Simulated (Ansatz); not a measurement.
Bond-angle distributions (per cent of the angles at each element, bins of 10°) of a relaxed model of amorphous Cu$_{10}$Ni$_{10}$Pd$_{10}$Pt$_{10}$P$_{10}$ at 10.82 g/cm³. The numbers are results of PBE, scalar-relativistic without spin-orbit coupling (plane waves to 420 eV, PAW; Ansatz, a first-principles code), not measurements.

A CHGNet melt-quench gave the starting glass, which DFT then relaxed. The hot cell started wider than the set density and was brought back towards it in steps. It is the lowest in DFT energy of 3 quenches. It is a model cell: composition and starting density were chosen by hand, and all elements were melted together. No dispersion term was used. Its density started from a set value of 11.41 and ended at 10.82 g/cm³. Cooling (nominally 140 K/ps over its main leg) ran many orders faster than in experiment, which tends to leave more defects and strain. A cell of this size samples the disorder only roughly. The volume was free in the relaxation, at fixed shape. Stress components on the final sampling reach 0.6 GPa. On a 2×2×2 Γ-centred mesh force components of up to 0.20 eV/Å stay, since the relaxation ran on one k-point at (1/4, 1/4, 1/4).

Cut-offs for bonds: Cu-Cu 3.14 Å, Cu-Ni 3.08 Å, Cu-Pd 3.36 Å, Cu-Pt 3.32 Å, Cu-P 2.86 Å, Ni-Ni 2.92 Å, Ni-Pd 3.22 Å, Ni-Pt 3.22 Å, Ni-P 2.62 Å, Pd-Pd 3.16 Å, Pd-Pt 3.32 Å, Pd-P 2.68 Å, Pt-Pt 3.20 Å, Pt-P 2.72 Å, P-P 2.57 Å.

| angle (°) | at Cu | at Ni | at Pd |
|---|---|---|---|
| 50-60 | 16 | 20 | 21 |
| 60-70 | 16 | 11 | 8 |
| 70-80 | 4 | 4 | 5 |
| 80-90 | 5 | 6 | 8 |
| 90-100 | 9 | 10 | 10 |
| 100-110 | 10 | 13 | 13 |
| 110-120 | 13 | 10 | 7 |
| 120-130 | 7 | 5 | 6 |
| 130-140 | 4 | 5 | 5 |
| 140-150 | 6 | 8 | 7 |
| 150-160 | 3 | 5 | 6 |
| 160-170 | 4 | 1 | 2 |
| 170-180 | 0 | 1 | 0 |

They go with these counts of neighbours within the cut-offs, cation contacts included: Cu mean 10.8, most often 11; Ni mean 10.8, most often 11; Pd mean 11.3, most often 11.
